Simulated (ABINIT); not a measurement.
Band structure of TaN (Fm-3m, 2 atoms in the cell).

```
TaN
1.0
    0.00000     2.21132     2.21132
    2.21132     0.00000     2.21132
    2.21132     2.21132     0.00000
Ta N
1 1
Direct
  0.50000   0.50000   0.50000
  0.00000   0.00000   0.00000
```

Level of theory: PBE, norm-conserving pseudopotentials (PseudoDojo nc-sr-05 PBE standard) (plane waves; ABINIT 10.0.3).

Settings: pseudos = [Ta.upf, N.upf]; ecut = 42 Ha; ixc = 11; occopt = 7; tsmear = 0.2 eV; ngkpt = 9 9 9; nshiftk = 1; shiftk = 0 0 0; potentials = PseudoDojo nc-sr-05 PBE standard; kptopt = 1; nstep = 80; toldfe1 = 1e-09 Ha; ndtset = 2.

The starting cell comes from a database of computed structures (which also holds hypothetical and non-ambient phases and stackings), without a prior relaxation at this level. Spin-orbit coupling is off. Spin polarisation is off.

Levels in eV from the Fermi level, bands 6 to 13:
| point | 6 | 7 | 8 | 9 | 10 | 11 | 12 | 13 |
|---|---|---|---|---|---|---|---|---|
| Γ | -3.70 | -3.70 | -3.70 | -1.93 | -1.93 | -1.93 | 0.20 | 0.20 |
| X | -6.51 | -5.22 | -4.52 | -4.52 | 2.20 | 3.57 | 3.57 | 4.47 |
| W | -7.25 | -6.62 | -6.62 | -0.08 | -0.08 | 3.59 | 4.04 | 4.54 |
| K | -7.50 | -6.66 | -6.00 | -2.08 | 2.51 | 2.61 | 4.54 | 5.02 |
| L | -10.13 | -7.36 | -7.36 | 1.97 | 1.97 | 2.04 | 3.84 | 7.45 |
| U | -7.50 | -6.66 | -6.00 | -2.08 | 2.51 | 2.61 | 4.54 | 5.02 |

Bands cross the Fermi level along this path, so the cell is metallic at this level.
